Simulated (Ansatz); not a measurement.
Reference: BN (Fmm2), PBEsol+D3BJ, rigid bands (plane waves, PAW, scalar-relativistic; Ansatz, a quantum-chemistry and plane-wave program); axes and stresses refer to this cell.

```xyz
2
Lattice="0.0000 3.2389 2.1630 1.2510 0.0000 2.1630 1.2510 3.2389 0.0000" Properties=species:S:1:pos:R:3 pbc="T T T"
B      1.2510     3.2389     0.0006
N      1.2510     3.2389     2.8835
```

- electron mass along x: 2.4 mₑ
- electron conductivity mass: 0.47 mₑ
- Seebeck coefficient, p-type 1e19 cm⁻³: 359 μV/K

Question: Change: hydrostatic pressure 10 GPa. What happens to electron mass along x, electron conductivity mass, Seebeck coefficient, p-type 1e19 cm⁻³?

Answer: electron mass along x falls to 1.93 mₑ; electron conductivity mass drops to 0.42 mₑ; Seebeck coefficient, p-type 1e19 cm⁻³ moves little, to 349 μV/K.

Question: Change: hydrostatic pressure 2 GPa. What happens to electron mass along x, electron conductivity mass, Seebeck coefficient, p-type 1e19 cm⁻³?

Answer: electron mass along x drops to 2.2 mₑ; electron conductivity mass drops to 0.45 mₑ; Seebeck coefficient, p-type 1e19 cm⁻³ moves little, to 352 μV/K.

Question: Change: hydrostatic pressure 5 GPa. What happens to electron mass along x, electron conductivity mass, Seebeck coefficient, p-type 1e19 cm⁻³?

Answer: electron mass along x drops to 2.1 mₑ; electron conductivity mass shrinks to 0.43 mₑ; Seebeck coefficient, p-type 1e19 cm⁻³ moves little, to 348 μV/K.

Masses are for dilute carriers at 300 K, harmonic means over directions unless an axis is named. Seebeck coefficients are for the stated density at 300 K, with one relaxation time for all states and whether or not that doping can be reached. Spin-orbit coupling is left out unless a row names it. Stresses and pressures are the targets of the relaxation.  The structure type is held under load, also where the real crystal would transform.

Computed structure with no diffraction record at hand here (it may be known, metastable or hypothetical): BN (Fmm2). PBEsol with a dispersion correction tends to overbind, so the cell can be several per cent short, in bad cases over ten, which usually narrows a gap: BN (Fmm2).
